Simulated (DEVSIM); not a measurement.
Structure: abrupt Si n-p junction, at 350 K.

Layer 1 from the left is Si, thickness (μm) 12.0, Nd (cm⁻³) 7.2e15, τn (s) 2.6e-6, τp (s) 2.6e-6. Layer 2 from the left is Si, thickness (μm) 61.0, Na (cm⁻³) 2.1e15, τn (s) 2.6e-6, τp (s) 2.6e-6.

Left contact: ohmic. Right contact: ohmic. Voltage is applied to the left contact. Recombination: SRH at mid-gap, radiative, Auger. Mobility is μmin + (μ − μmin)/(1 + (N/Nref)^α).

Constants are typed, rounded textbook-type inputs, not results; the design itself was drawn at random and stands for no fabricated device. Values at 300 K; Nc and Nv go as T^1.5, mobilities as T to minus their exponent, the gap by Varshni's rule with the affinity fixed.

Si: gap (eV) 1.124, affinity (eV) 4.05, permittivity 11.7, Nc (cm⁻³) 2.86e19, Nv (cm⁻³) 3.1e19, μn (cm²/Vs) 1417, μp (cm²/Vs) 470, μn,min 52, μp,min 45, Nref,n 9.7e16, Nref,p 2.2e17, αn 0.68, αp 0.72, T exponent of μn 2.3, T exponent of μp 2.2, B (cm³/s) 4.7e-15, Cn (cm⁶/s) 2.8e-31, Cp (cm⁶/s) 9.9e-32, Varshni α (eV/K) 0.000473, Varshni β (K) 636.

Model (solved in DEVSIM): 1D drift-diffusion, Boltzmann statistics, complete ionisation; no tunnelling, impact ionisation, image-force lowering or self-heating.

Dark forward current:

```
|V| (V)  |J| (A/cm²)
-------  -----------
0.05        5.032e-7
0.10        2.717e-6
0.15        1.341e-5
0.20        6.724e-5
0.25       0.0003440
0.30        0.001779
0.35        0.009218
0.40         0.04686
0.45          0.2181
0.50          0.8098
0.55           2.236
0.60           4.830
0.65           8.776
0.70           14.16
0.75           21.01
0.80           29.35
0.85           39.16
0.90           50.46
0.95           63.24
1.00           77.48
1.05           93.18
1.10           110.3
1.15           128.9
1.20           148.9
1.25           170.4
1.30           193.2
```

Task: Work out the local ideality factor n = ΔV / (kT/q · ln(J2/J1)) between the rows 0.15 and 0.20 V, 0.30 and 0.35 V, 1.25 and 1.30 V.

Result: kT/q = 30.16 mV. From 0.15 to 0.20 V: ln(6.724e-5/1.341e-5) = 1.612, n = 1.03, near the 1 of diffusion or emission over a barrier. From 0.30 to 0.35 V: ln(0.009218/0.001779) = 1.645, n = 1.01, near the 1 of diffusion or emission over a barrier. From 1.25 to 1.30 V: ln(193.2/170.4) = 0.126, n = 13.20.

Task: Estimate the current at 0.25 V from the Shockley equation with J0 = Σ q ni² D/(N L) coth(W/L), τ joining the SRH, radiative and Auger lifetimes that are on, and W taken as the whole layer.

Result: ni² = 1.43e23 cm⁻⁶; holes in the n layer: μ = 311 cm²/Vs, D = 9.38 cm²/s, τ = 2.60e-6 s, L = 49.4 μm, W/L = 0.24, term 2.53e-8 A/cm²; electrons in the p layer: μ = 928 cm²/Vs, D = 28.0 cm²/s, τ = 2.60e-6 s, L = 85.3 μm, W/L = 0.72, term 5.82e-8 A/cm². J0 = 8.35e-8 A/cm², and J = J0 exp(qV/kT) = 0.000333 A/cm². The simulation gives 0.000344 A/cm²; the estimate lies 3.3 % below. The estimate leaves out recombination in the depletion region and that region's share of W.
